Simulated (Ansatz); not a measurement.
The starting structures come from a database of crystals and need not be the phases stable at ambient conditions.

Tunnelling through a barrier is set by its complex band structure: the current falls as exp(−2κd) with the smallest κ.

Consider the following.

```yaml
crystal:
  lattice:
    - [5.91222, -0.01786, 0.03981]
    - [0.48197, 5.89257, 0.03981]
    - [2.53897, 2.33269, 6.87700]
  atoms:
    - { symbol: Hg, position: [0.50000, 0.00000, 0.00000] }
    - { symbol: Hg, position: [0.00000, 0.50000, 0.00000] }
    - { symbol: Hg, position: [0.71269, 0.71269, 0.57071] }
    - { symbol: Hg, position: [0.28731, 0.28731, 0.42929] }
    - { symbol: P, position: [0.64092, 0.64092, 0.91365] }
    - { symbol: P, position: [0.35908, 0.35908, 0.08635] }
    - { symbol: Cl, position: [0.72496, 0.27504, 0.50000] }
    - { symbol: Cl, position: [0.27504, 0.72496, 0.50000] }
    - { symbol: Cl, position: [0.10482, 0.10482, 0.78194] }
    - { symbol: Cl, position: [0.89518, 0.89518, 0.21806] }
```

Space group of this cell: C2/m. The cell was relaxed by PBE-D3(BJ); by PBEsol its mean pressure is -1.2 GPa.

Transport runs along the normal of the first two printed cell vectors.

The gap is the functional's own. No spin-orbit coupling. Mid-gap values are interpolated on the energy grid.

Give the band gap and the smallest decay constant κ at mid-gap that PBEsol (Ansatz, a first-principles code) yields.

Gap 1.47 eV on a 6×6×6 mesh; κ = 0.170 1/Å, at (0.167, 0.167) of the in-plane reciprocal vectors. At the zone centre, at the nearest computed energy, the slowest state has κ = 0.20 1/Å.
